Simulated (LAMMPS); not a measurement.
MD of Ti (hcp) at zero pressure over temperature, 1848 atoms; each row names its start.

Model: classical MD, pair style meam/spline, file Ti.meam.spline (LAMMPS).

```tsv
T (K), start	state	volume	enthalpy	first peak of g(r)	coordination number	D(Ti)
100, crystal	crystal; no diffusion seen in 30 ps	17.4577 ± 0.0002 Å³/atom	-4.8051 ± 0.0001 eV/atom	2.90 Å, height 11.0	12.0 (counted to 3.54 Å)	-
300, crystal	crystal; no diffusion seen in 30 ps	17.6057 ± 0.0002 Å³/atom	-4.7539 ± 0.0001 eV/atom	2.90 Å, height 6.8	12.0 (counted to 3.54 Å)	-
1160, crystal	crystal; no diffusion seen in 30 ps	18.187 ± 0.001 Å³/atom	-4.5282 ± 0.0003 eV/atom	2.89 Å, height 3.6	12.1 (counted to 3.62 Å)	-
1460, crystal	crystal; no diffusion seen in 30 ps	18.3656 ± 0.0006 Å³/atom	-4.4471 ± 0.0003 eV/atom	2.88 Å, height 3.2	12.2 (counted to 3.66 Å)	-
1750, crystal	crystal; no diffusion seen in 30 ps	18.527 ± 0.001 Å³/atom	-4.3655 ± 0.0002 eV/atom	2.89 Å, height 3.0	12.5 (counted to 3.74 Å)	-
1550, melt	liquid	18.549 ± 0.002 Å³/atom	-4.3075 ± 0.0005 eV/atom	2.84 Å, height 2.6	13.9 (counted to 4.02 Å)	(2.01 ± 0.05) × 10^-5 cm²/s
1750, melt	liquid	18.627 ± 0.002 Å³/atom	-4.246 ± 0.001 eV/atom	2.83 Å, height 2.5	13.9 (counted to 4.02 Å)	(2.77 ± 0.03) × 10^-5 cm²/s
1940, melt	liquid	18.703 ± 0.003 Å³/atom	-4.1887 ± 0.0007 eV/atom	2.84 Å, height 2.5	13.9 (counted to 4.02 Å)	(3.71 ± 0.08) × 10^-5 cm²/s
2140, melt	liquid	18.784 ± 0.002 Å³/atom	-4.1295 ± 0.0005 eV/atom	2.82 Å, height 2.4	14.1 (counted to 4.06 Å)	(4.86 ± 0.09) × 10^-5 cm²/s
2430, melt	liquid	18.908 ± 0.003 Å³/atom	-4.0448 ± 0.0006 eV/atom	2.80 Å, height 2.2	13.8 (counted to 4.02 Å)	(6.8 ± 0.2) × 10^-5 cm²/s
2720, melt	liquid	19.0273 ± 0.0009 Å³/atom	-3.9636 ± 0.0005 eV/atom	2.80 Å, height 2.2	14.0 (counted to 4.06 Å)	(8.78 ± 0.07) × 10^-5 cm²/s
3110, melt	liquid	19.204 ± 0.003 Å³/atom	-3.8560 ± 0.0007 eV/atom	2.79 Å, height 2.1	13.9 (counted to 4.06 Å)	(1.170 ± 0.008) × 10^-4 cm²/s
```

Measured linear expansion coefficient: 8.600 1e-6/K at 293 K (Kaye and Laby Online (NPL), 2.3.5 Thermal expansion).

Measured melting point: 1941 K (Wikipedia, Melting points of the elements (data page)).

Caution (rows 1160, crystal; 1460, crystal; 1750, crystal): in nature this polymorph isn't the stable one over the whole range of temperature at this pressure, and short runs keep a crystal in its starting form.

Caution (rows 1460, crystal; 1750, crystal; 1550, melt; 1750, melt; 1940, melt; 2140, melt; 2430, melt; 2720, melt; 3110, melt): a run this short can hold a crystal over, or a liquid under, the potential's own melting point, which these runs don't give.

Caution (rows 1550, melt; 1750, melt; 1940, melt): this liquid lies under the measured melting point of 1941 K, so it is undercooled or the potential melts low.

From the crystal rows between 100 and 300 K, estimate the mean linear expansion coefficient and the heat capacity. The slope of ln V over three gives 14 × 10^-6 /K, and dH/dT = 3.0 kB/atom. Nuclei are classical here, so the heat capacity stays near 3 kB/atom, where a real crystal's falls off below its Debye temperature.

Fit an Arrhenius law to the diffusion of Ti in the liquid. ln D against 1/T from 1550 to 3110 K gives an activation energy of 0.47 eV and D0 = 0.00066 cm²/s.

States go by the mean squared displacement: a species diffuses where it passes 1.5 Å², still rises and gives D over 1e-6 cm²/s; a crystal has left its structure where atoms lie 0.35 Å off their sites on average or a cubic box changes its shape by 3 %, or the axial ratios of another lie 8 % off the starting cell's, which the potential's own relaxation can also do.

Errors of D are the spread over four groups of atoms in one short run; a floor of about 5 %, a picked value, is safer.

Uncertainties are statistical and leave out the potential's own error.
